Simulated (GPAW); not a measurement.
## Worked example: self-consistent single point of Co (P6_3/mmc, 2 atoms in the cell) in GPAW

Level of theory: PBE, GPAW PAW datasets PBE (gpaw-data 1.0.1) (plane waves; GPAW).

This input was run:

```python
from ase import Atoms
from ase.units import GPa
from gpaw import GPAW

atoms = Atoms(['Co', 'Co'],
              cell=[[2.478427, 0.000000, 0.000000],
                    [-1.239214, 2.146381, 0.000000],
                    [0.000000, 0.000000, 4.031595]],
              scaled_positions=[[0.333333, 0.666667, 0.250000],
                                [0.666667, 0.333333, 0.750000]],
              pbc=True)

atoms.set_initial_magnetic_moments([3.0, 3.0])

calc = GPAW(spinpol=True,
            mode={'name': 'pw', 'ecut': 850},
            xc='PBE',
            kpts={'size': (11, 11, 6), 'gamma': True},
            occupations={'name': 'fermi-dirac', 'width': 0.1},
            nbands=-8,
            convergence={'forces': 0.001},
            symmetry={'symmorphic': False, 'tolerance': 0.0005},
            maxiter=100,
            txt='-')

atoms.calc = calc

energy = atoms.get_potential_energy()
print('Energy (eV):', round(energy, 6))
forces = atoms.get_forces()
print('Forces (eV/Ang):')
print(forces.round(5))
stress = atoms.get_stress()
print('Stress (GPa, Voigt):', (stress / GPa).round(4))
```

Output (repeated stretches shortened):

```
Input parameters:
  convergence: {forces: 0.001}
  kpts: {gamma: True,
         size: (11, 11, 6)}
  maxiter: 100
  mode: {ecut: 850,
         name: pw}
  nbands: -8
  occupations: {name: fermi-dirac,
                width: 0.1}
  spinpol: True
  symmetry: {symmorphic: False,
             tolerance: 0.0005}
  xc: PBE

species:
  Co:
    name: Cobalt
    Z: 27.0
    valence: 9
    core: 18
    charge: 0.0
    file: Co.PBE.gz

    # Using partial waves for Co as LCAO basis

Reference energy: -75805.419811  # eV

Spin-polarized calculation.
Initial magnetic moment: 6.000000

Convergence criteria:
 Maximum [total energy] change in last 3 cyles: 0.0005 eV / valence electron
 Maximum integral of absolute [dens]ity change: 0.0001 electrons / valence electron
 Maximum integral of absolute [eigenst]ate change: 4e-08 eV^2 / valence electron
 Maximum change in the atomic [forces] across last 2 cycles: 0.001 eV/Ang OR
Maximum error relative to the maximum force is below inf
 Maximum number of scf [iter]ations: 100

Symmetries present (total): 24
Symmetries with fractional translations: 12
726 k-points: 11 x 11 x 6 Monkhorst-Pack grid + [0.000000,0.000000,1/12]
64 k-points in the irreducible part of the Brillouin zone
       k-points in crystal coordinates                weights
   0:     0.00000000    0.00000000    0.00000000          1/726
   1:     0.00000000    0.00000000    0.16666667          2/726
   2:     0.00000000    0.00000000    0.33333333          2/726
   [... 7 lines left out ...]
          ...
  63:     0.45454545    0.45454545    0.50000000          6/726

Wave functions: Plane wave expansion
  Cutoff energy: 850.000 eV
  Number of coefficients (min, max): 1188, 1218
  Pulay-stress correction: 0.000000 eV/Ang^3 (de/decut=0.000000)

Occupation numbers: Fermi-Dirac:
  width: 0.1000  # eV

Eigensolver

Densities:
  Coarse grid: 18*18*28 grid
  Fine grid: 36*36*56 grid
  Total Charge: 0.000000

Density mixing:
  Method: difference
  Backend: pulay
  Linear mixing parameter: 0.05
  old densities: 5
  Damping of long wavelength oscillations: 50

Hamiltonian:
  XC and Coulomb potentials evaluated on a 36*36*56 grid
  External potential:
    NoExternalPotential

XC parameters: PBE with 2 nearest neighbor stencil

Number of atoms: 2
Number of atomic orbitals: 18
Number of bands in calculation: 20
Number of valence electrons: 18
Bands to converge: occupied

Density initialized from atomic densities
  18 bands from LCAO basis set
  2 bands from random numbers

Atomic positions and initial magnetic moments

Positions:
   0 Co    -0.000002    1.430921    1.007899    ( 0.0000,  0.0000,  3.0000)
   1 Co     1.239215    0.715460    3.023696    ( 0.0000,  0.0000,  3.0000)

Unit cell:
           periodic     x           y           z      points  spacing
  1. axis:    yes    2.478427    0.000000    0.000000    18     0.1192
  2. axis:    yes   -1.239214    2.146381    0.000000    18     0.1192
  3. axis:    yes    0.000000    0.000000    4.031595    28     0.1440

  Lengths:   2.478427   2.478427   4.031595
  Angles:   90.000000  90.000000 120.000007

Effective grid spacing dv^(1/3) = 0.1332

     iter     time        total  log10-change:         magmom
                         energy   eigst   dens  force
iter:   1 --:--:--   -16.033984                          +6.0094
iter:   2 --:--:--   -16.455533   -1.26  -1.63           +4.4585
iter:   3 --:--:--   -16.553283   -2.25  -1.68           +3.3189
iter:   4 --:--:--   -16.560374   -3.32  -1.97           +3.1588
iter:   5 --:--:--   -16.583042   -2.66  -2.01           +3.1554
iter:   6 --:--:--   -16.580604   -3.67  -2.52           +3.1488
iter:   7 --:--:--   -16.580738c  -4.66  -3.19           +3.1416
iter:   8 --:--:--   -16.580679c  -4.84  -3.11           +3.1340
iter:   9 --:--:--   -16.580682c  -5.90  -3.53           +3.1357
iter:  10 --:--:--   -16.580681c  -7.35  -4.26c          +3.1358
iter:  11 --:--:--   -16.580679c  -7.21  -4.27c          +3.1358
iter:  12 --:--:--   -16.580679c  -8.32c -4.75c          +3.1358
iter:  13 --:--:--   -16.580679c  -9.18c -5.10c -17.10c   +3.1358

Converged after 13 iterations.

Dipole moment: (-0.000000, 0.000000, -0.000000) |e|*Ang

Total magnetic moment: (0.000000, 0.000000, 3.135752)
Local magnetic moments:
   0 Co ( 0.000000,  0.000000,  1.646627)
   1 Co ( 0.000000,  0.000000,  1.646627)

Energy contributions relative to reference atoms: (reference = -75805.419811)

Kinetic:        +20.336716
Potential:      -16.638906
External:        +0.000000
XC:             -20.132730
Entropy (-ST):   -0.055818
Local:           -0.117850
SIC:             +0.000000
--------------------------
Free energy:    -16.608588
Extrapolated:   -16.580679

Spin contamination: 0.168235 electrons
Showing only first 2 kpts
                      Up                     Down
 Kpt  Band  Eigenvalues  Occupancy  Eigenvalues  Occupancy
  0     7      8.92421    1.00000     10.45370    0.97873
  0     8      8.92422    1.00000     10.67314    0.83679
  0     9     10.03594    0.99967     10.67315    0.83677
  0    10     10.03595    0.99967     11.90562    0.00002

  1     7      9.08574    1.00000     10.12037    0.99923
  1     8      9.08574    1.00000     10.84908    0.46883
  1     9      9.59624    1.00000     10.84908    0.46881
  1    10     10.01815    0.99972     11.88807    0.00003

Fermi level: 10.83659

No gap
No difference between direct/indirect transitions
Energy (eV): -16.580679

Forces in eV/Ang:
  0 Co   -0.00000    0.00000    0.00000
  1 Co    0.00000    0.00000   -0.00000

Stress tensor:
    -0.024470    -0.000000     0.000000
    -0.000000    -0.024470     0.000000
     0.000000     0.000000    -0.016033
Stress (GPa, Voigt): [-3.9205 -3.9205 -2.5688  0.      0.     -0.    ]
```

The run converged in 13 iterations. GPAW prints stress with tension positive.

The starting cell comes from a database of computed structures (which also holds hypothetical and non-ambient phases and stackings), without a prior relaxation at this level. Its lattice was rescaled by a random factor within 2.5 % of one. The magnetic order is the one reached from the typed start; others were not searched systematically. With a pressure of about 3 GPa the cell is away from its equilibrium volume at this level.

Cost on one core of a shared machine: roughly 60 s.
